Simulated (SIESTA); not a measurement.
A relaxation of cell and atoms of C (Fd-3m, 2 atoms in the cell) with SIESTA.

Level of theory: SIESTA with GGA PBE, numerical atomic orbitals DZP, PseudoDojo PBE standard norm-conserving potentials (rewritten from UPF to PSML).

```yaml
crystal:
  lattice:
    - [0.00000, 1.75545, 1.75545]
    - [1.75545, 0.00000, 1.75545]
    - [1.75545, 1.75545, 0.00000]
  atoms:
    - { symbol: C, position: [0.50000, 0.50000, 0.50000] }
    - { symbol: C, position: [0.75000, 0.75000, 0.75000] }
```

Reference input (self-consistent single point, DFT, GGA PBE, numerical atomic orbitals DZP, PseudoDojo PBE standard norm-conserving potentials (rewritten from UPF to PSML)): XC.functional = GGA; XC.authors = PBE; potentials = PseudoDojo PBE standard; PAO.BasisSize = DZP; PAO.EnergyShift = 0.01 Ry; MeshCutoff = 400 Ry; kgrid.MonkhorstPack = 13 13 13; OccupationFunction = FD; ElectronicTemperature = 580.23 K; MaxSCFIterations = 150; SCF.Mixer.Method = Pulay; SCF.Mixer.Weight = 0.1. This run's input differs from it in these lines:

```diff
@@ -40,2 +40,7 @@
 Diag.ParallelOverK           true
+MD.TypeOfRun                 FIRE
+MD.Steps                     40
+MD.MaxForceTol               0.02 eV/Ang
+MD.VariableCell              true
+MD.MaxStressTol              0.05 GPa
 WriteForces                  true
```

Output (repeated stretches shortened):

```
        iscf     Eharris(eV)        E_KS(eV)     FreeEng(eV)     dDmax    Ef(eV) dHmax(eV)
   scf:    1     -320.756758     -327.115416     -327.115416  1.775959 -4.760424  1.210845
   scf:    2     -327.143909     -327.129732     -327.129732  0.009008 -4.669383  1.067114
   scf:    3     -327.222534     -327.180114     -327.180114  0.088703 -4.004688  0.006860
   scf:    4     -327.180116     -327.180115     -327.180115  0.000824 -4.009989  0.008936
   scf:    5     -327.180131     -327.180123     -327.180123  0.000679 -4.012074  0.000204
   scf:    6     -327.180123     -327.180123     -327.180123  0.000012 -4.012054  0.000089
SCF Convergence by DM+H criterion
max |DM_out - DM_in|         :     0.0000119100
max |H_out - H_in|      (eV) :     0.0000891682
SCF cycle converged after 6 iterations

Using DM_out to compute the final energy and forces

siesta: E_KS(eV) =             -327.1801

siesta: E_KS - E_eggbox =      -327.1801

siesta: Atomic forces (eV/Ang):
     1   -0.000071   -0.000071   -0.000071
   [... lines left out ...]
siesta: Pressure (static):        329.10928820  kBar
siesta: Pressure (total):        329.10928820  kBar
No target stress found, assuming hydrostatic MD.TargetPressure.
Target stress (kBar)
outcell: Cell volume (Ang**3)        :     11.5781
        iscf     Eharris(eV)        E_KS(eV)     FreeEng(eV)     dDmax    Ef(eV) dHmax(eV)
siesta: Pressure (static):          3.18418171  kBar
siesta: Pressure (total):          3.18418171  kBar
outcell: Cell volume (Ang**3)        :     11.5781
siesta: FreeEng =      -327.255134
   [... lines left out ...]
siesta:                Solid            Molecule  Units
siesta:           0.00002165          0.00001911  Ry/Bohr**3
siesta:           0.00198741          0.00175441  eV/Ang**3
siesta:           3.18418171          2.81087885  kBar

mulliken: Atomic and Orbital Populations:

Species: C
Atom  Qatom  Qorb
               2s      2s      2py     2pz     2px     2py     2pz     2px
               3Pdxy   3Pdyz   3Pdz2   3Pdxz   3Pdx2-y2
   1  4.000   0.670   0.379   0.457   0.457   0.457   0.444   0.444   0.444
              0.057   0.057   0.038   0.057   0.038
   2  4.000   0.671   0.379   0.457   0.457   0.457   0.444   0.444   0.444
              0.057   0.057   0.038   0.057   0.038

mulliken: Qtot =        8.000

Mulliken Atomic Populations:
Atom #   charge [q] valence [e]  Species
     1    -0.000007    4.000007  C
     2     0.000007    3.999993  C
 Total     0.000000
```

The relaxation ended unconverged. 

The starting cell comes from a database of computed structures (which also holds hypothetical and non-ambient phases and stackings), without a prior relaxation at this level. Its lattice was rescaled by a random factor within 2.5 % of one. Values carry the incompleteness of an atom-centred basis.

Cost on one core of a shared machine: roughly 5 min.
